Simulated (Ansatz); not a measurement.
The reference is HfN in the rock salt structure (space group Fm-3m, No. 225; relaxed with 0.1 eV smearing).

```yaml
crystal:
  lattice:
    - [0.00000, 2.26306, 2.26306]
    - [2.26306, 0.00000, 2.26306]
    - [2.26306, 2.26306, 0.00000]
  atoms:
    - { symbol: N, position: [0.00000, 0.00000, 0.00000] }
    - { symbol: Hf, position: [0.50000, 0.50000, 0.50000] }
```

Cartesian axes are those of the cell as printed.

Computed with Ansatz (a first-principles code), r2SCAN, PAW, cutoff 500 eV, no SOC, earlier PAW set.

Base values:

* **Shortest interatomic distance**: 4.277 bohr

Perturbation: the symmetric strain tensor [0.0184 -0.0014 0.0100; -0.0014 -0.0060 -0.0050; 0.0100 -0.0050 0.0094], atoms relaxed at fixed cell.

Q: What does the calculation give for the energy relative to the base, shortest interatomic distance and stress after the change?

A: The energy goes up by 12 meV/atom; the shortest interatomic distance falls by 0.026 bohr (4.277 bohr → 4.251 bohr); the stress (xx, yy, zz, yz, xz, xy; compression positive) amounts to (-10.3, 0.4, -6.6, 1.3, -2.4, 0.3) GPa.

Whether these cells are dynamically stable was not tested. The final runs are not spin-polarised. An odd electron count without spin: HfN.
